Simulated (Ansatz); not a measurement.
The (111) surface of litharge SnO in its 1x1 cell (cut with top plane Sn, bottom plane Sn), relaxed from an ideal cut (the real face may reconstruct), outermost plane spacing 1.15 Å in the ideal cut (one of several cuts of this face), with 2 Sn a cell over the bulk's ratio

All values below come from PBE with D3(BJ) dispersion (plane waves to 420 eV, PAW; Ansatz, a quantum-chemistry and plane-wave program).

Slab: 18 atoms, O8Sn10, 10.6 Å thick at the start; k 5x5x1, smearing 0.025 eV, dipole-corrected; all atoms relaxed; start symmetry kept, larger cells not searched; no spin (no spin-polarised run to compare, though such a face may carry moments), no spin-orbit, no U. The slab shows no gap on its mesh.

```json
{
 "work_function_of_the_top_face": "3.79 eV",
 "energy_released_by_relaxation": "0.17 eV",
 "cost": "very roughly 4 core-minutes"
}
```
